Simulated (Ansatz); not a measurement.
The starting structures come from a database of crystals and need not be the phases stable at ambient conditions.

 Where the default PAW files enter, the runs use the earlier of Ansatz's two default sets.

By PBEsol, the system below comes out a metal.

A figure of merit of an interconnect metal is its ballistic conductance per area.

Consider the following.

```
Ti
1.0
    2.87232     0.00000     0.00000
   -0.95744     2.70805     0.00000
    0.95744     1.35403     2.34524
Ti
1
Cartesian
  0.00000   0.00000   0.00000
```

Space group of this cell: Im-3m, bcc (W type). The cell is strained (all lengths scaled by 1.02); by PBEsol its mean pressure is -9.4 GPa.

The current flows along the normal of the first two printed cell vectors, the (110) plane of the conventional cell. No spin-orbit coupling; the value is a mean over 0.1 eV about the Fermi level.

**Question.** Estimate the ballistic conductance per area that PBEsol (Ansatz, a program for electronic structure) returns for this system.

**Answer.** 1.5 × 10¹⁵ S/m² for both spins.
